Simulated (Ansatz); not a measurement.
The parent structure is Au in the fcc (Cu type) structure (space group Fm-3m, No. 225; a = 4.1245 Å; relaxed with 0.1 eV smearing). Axes: x, y, z lie along the cube axes.

All numbers come from Kohn–Sham DFT with the r2SCAN functional, run in Ansatz (a first-principles code) with PAW and 500 eV plane waves, scalar-relativistic without spin-orbit coupling.

Strains are applied to the cell and any free atomic positions relax; under biaxial strain the out-of-plane vector relaxes too.

One change was made to it. Results:

The shortest interatomic distance shrinks by 0.0088 Å, from 2.916 Å to 2.908 Å; the energy hardly moves.

Problem. Name the change that was made.
(A) biaxial strain +0.42 %, plane normal [111], relaxed out of plane
(B) biaxial strain +2.08 %, plane normal [111], relaxed out of plane
(C) biaxial strain +1.67 %, plane normal [111], relaxed out of plane

Solution. A, biaxial strain +0.42 %, plane normal [111], relaxed out of plane. For comparison, the energy relative to the base in the other runs: biaxial strain +1.67 %, plane normal [111], relaxed out of plane gives +2.6 meV/atom; biaxial strain +2.08 %, plane normal [111], relaxed out of plane gives +4.1 meV/atom.

No phonon test of stability was made.
